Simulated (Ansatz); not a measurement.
This Ansatz (a program for electronic structure) input is the reference run, CsPbBr3 in the cubic perovskite structure (space group Pm-3m, No. 221), computed with plane-wave PAW DFT at the PBEsol level (Ansatz, 420 eV), no spin-orbit coupling:

Ansatz 0.2 input:
```yaml
crystal:
  lattice:
    - [5.8720738826, 0, 0]
    - [0, 5.8720738826, 0]
    - [0, 0, 5.8720738826]
  atoms:
    - { symbol: Cs, position: [0, 0, 0] }
    - { symbol: Pb, position: [0.5, 0.5, 0.5] }
    - { symbol: Br, position: [0.5, 0, 0.5] }
    - { symbol: Br, position: [0, 0.5, 0.5] }
    - { symbol: Br, position: [0.5, 0.5, 0] }
basis: { ecutwfc: 420, ecutrho_ratio: 4, xc_grid: 2, fft_grid_basis: typed }
kpoints: { mp_grid: { grid: [6, 6, 6] } }
hamiltonian:
  xc: pbesol
  dispersion: none
  pseudopotentials: { kind: paw }
scf: { occupations: { method: fermi_dirac, width: 0.05 }, convergence: { dr2_threshold: 0.0000000005 } }
output: { forces: true, stress: true }
checkpoint: { write: state.ck, write_every: 1000 }
```

Q: Write the input for this change: compressive biaxial strain of 1.50 % in the plane normal to [111], as in epitaxy on a mismatched substrate; the out-of-plane cell vector and the atoms relax.

A: 
Ansatz 0.2 input:
```yaml
crystal:
  lattice:
    - [8.1798010262, 0, 0]
    - [4.0899005131, 7.0839154866, 0]
    - [4.0899005131, -2.3613051622, 3.4156702626]
  atoms:
    - { symbol: Cs, position: [0, 0, 0] }
    - { symbol: Pb, position: [0, 0.5, 0.5] }
    - { symbol: Br, position: [0.5, 0, 0] }
    - { symbol: Br, position: [0, 0.5, 0] }
    - { symbol: Br, position: [0.5, 0.5, 0] }
basis: { ecutwfc: 420, ecutrho_ratio: 4, xc_grid: 2, fft_grid_basis: typed }
kpoints: { mp_grid: { grid: [6, 6, 6] } }
hamiltonian:
  xc: pbesol
  dispersion: none
  pseudopotentials: { kind: paw }
scf: { occupations: { method: fermi_dirac, width: 0.05 } }
relax: { f_tol: 0.005, max_steps: 50, cell: { stress_tol: 0.01, fix: [a, b, gamma] } }
output: { forces: true, stress: true }
checkpoint: { write: state.ck, write_every: 1000 }
```
This is the input that was run; other choices of cell and start would serve too.

Stability against distortions was not tested. Many cubic perovskites are stable only at high temperature; tilts and polar distortions were not tested. This is not the structure that CsPbBr3 has at room temperature and ambient pressure.
